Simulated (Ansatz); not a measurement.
Amorphous Si24O51Sb2, 77 atoms at 2.45 g/cm³, one PBE-relaxed geometry, zone centre. Methods: PBE, scalar-relativistic without spin-orbit coupling (Ansatz, a quantum-chemistry and plane-wave program); r2SCAN, scalar-relativistic without spin-orbit coupling (Ansatz); HSE06, scalar-relativistic without spin-orbit coupling (Ansatz). Plane waves to 420 eV (r2SCAN 500 eV); exact exchange is cut at the cell's faces. At PBE the levels at the filled edge of the gap are localised (band-tail or defect states), and the nearest spread-out levels lie 4.8 eV apart at the zone centre. All rungs ran without spin polarisation.

The cell was made by melting and quenching with the CHGNet potential and then relaxed with DFT. O atoms were pushed apart under 1.9 Å during the dynamics, to hinder bonds among them. The hot cell started wider than the set density and was brought back towards it in steps. It is the lowest in DFT energy of 2 quenches. It is a model cell: composition and starting density were chosen by hand, and all elements were melted together. No dispersion term was used. Its density started from a set value of 2.45 and ended at 2.45 g/cm³. Cooling (nominally 400 K/ps over its main leg) ran many orders faster than in experiment, which tends to leave more defects and strain. One small periodic cell is one sample of the glass; other quenches scatter about these values. The volume was held where the preparation left it and the shape relaxed, at a PBE pressure of 1.9 GPa. Stress components on the final sampling reach 2.0 GPa.

The relaxation ran on the zone centre alone. At PBE the level gap is 4.33 eV on a 2×2×2 Γ-centred mesh, and the spacing at the zone centre alone 4.38 eV.

Q: What zone-centre spacing does r2SCAN give, roughly?

A: 4.94 eV (+0.56 eV against PBE).

Q: What zone-centre spacing does HSE06 give, roughly?

A: 6.08 eV (+1.70 eV against PBE).

The highest filled and the lowest empty state spread over these numbers of atoms (participation numbers): PBE: 5.4 and 32.2; r2SCAN: 5.4 and 7.8; HSE06: 10.3 and 8.6.
